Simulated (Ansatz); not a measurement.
Results of r²SCAN+rVV10 in Ansatz (PAW) for B20 (FeSi-type) MnGe.

Numerical settings: plane-wave cutoff 560 eV, 12×12×12 k mesh, Fermi–Dirac smearing 0.05 eV, spin-polarised start, scalar-relativistic PAW data made under PBE.

Cell (relaxed at this level):

```cif
data_Ge4Mn4
_chemical_formula_sum 'Mn4 Ge4'
_space_group_name_H-M_alt 'P213'
_space_group_IT_number 198
_space_group_name_Hall 'P 2ac 2ab 3'
_cell_length_a 4.77354
_cell_length_b 4.77354
_cell_length_c 4.77354
_cell_angle_alpha 90.000
_cell_angle_beta 90.000
_cell_angle_gamma 90.000
loop_
_atom_site_label
_atom_site_type_symbol
_atom_site_symmetry_multiplicity
_atom_site_Wyckoff_symbol
_atom_site_fract_x
_atom_site_fract_y
_atom_site_fract_z
_atom_site_occupancy
Mn1 Mn 4 a 0.13795 0.13795 0.13795 1
Ge1 Ge 4 a 0.84255 0.84255 0.84255 1
```

Question: Predict the bulk modulus.

Answer: 
- bulk modulus: 90.6 GPa

The run finds no gap.

Note: the magnetic order was assumed, not searched for or taken from measurement; the relaxation could not lower the start's symmetry, so the cell can be a saddle point above a distorted one.

Static lattice: no zero-point or thermal effects.

Cost on a shared machine: very roughly 4 core-hours.

Ansatz is an electronic-structure program.
